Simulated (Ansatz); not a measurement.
The structure below was relaxed with r2SCAN (Ansatz, a quantum-chemistry and plane-wave program; PAW; 500 eV plane waves; no spin-orbit coupling), at pressure 4.5 GPa.

Space group Im-3m (No. 229); a = b = c = 4.5171 Å, α = β = γ = 90.00°

```json
[
 {"atom": "Ba", "site": "2a", "symmetry": "m-3m", "x": "0.0000", "y": "0.0000", "z": "0.0000"}
]
```

### Question
Write out a cell with all atoms.

### Answer
```cif
data_Ba2
_chemical_formula_sum 'Ba2'
_space_group_name_H-M_alt 'P 1'
_space_group_IT_number 1
_cell_length_a 4.51705
_cell_length_b 4.51705
_cell_length_c 4.51705
_cell_angle_alpha 90.000
_cell_angle_beta 90.000
_cell_angle_gamma 90.000
loop_
_space_group_symop_operation_xyz
  'x, y, z'
loop_
_atom_site_label
_atom_site_type_symbol
_atom_site_fract_x
_atom_site_fract_y
_atom_site_fract_z
_atom_site_occupancy
Ba1 Ba 0.00000 0.00000 0.00000 1
Ba2 Ba 0.50000 0.50000 0.50000 1
```
This is the conventional cell.

Load acts through the strain it causes; cell and atoms are relaxed under it. Whether these cells are dynamically stable was not tested. The cell was made from Ba in the bcc (W type) structure (space group Im-3m, No. 229) by this change: pressure 4.5 GPa.
